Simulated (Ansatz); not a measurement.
YN, pressure series

Consider YN in the rock salt structure (space group Fm-3m, No. 225; a = 4.8957 Å).

Cell and atoms are relaxed at each pressure.

Level of theory: r2SCAN (Ansatz, a program for electronic structure, PAW, without spin-orbit coupling).

```tsv
P (GPa)	V (Å³/atom)
-2.01	14.847
-1.01	14.756
0.30	14.641
0.70	14.607
1.49	14.541
3.00	14.419
5.00	14.265
7.50	14.083
10.00	13.912
```

Problem. Fit a third-order Birch–Murnaghan equation of state.

Solution. Least squares on P(V) = (3B₀/2)[(V₀/V)^(7/3) − (V₀/V)^(5/3)]·[1 + (3/4)(B₀′ − 4)((V₀/V)^(2/3) − 1)] gives V₀ = 14.67 Å³/atom, B₀ = 170 GPa and B₀′ = 4.2.

Between the base and pressure 10 GPa the gap moves from 0.58 eV to 0.49 eV, a mean slope of -9.5 meV/GPa.

Load acts through the strain it causes; cell and atoms are relaxed under it. Stability against distortions was not tested. Competing high-pressure phases were not computed.
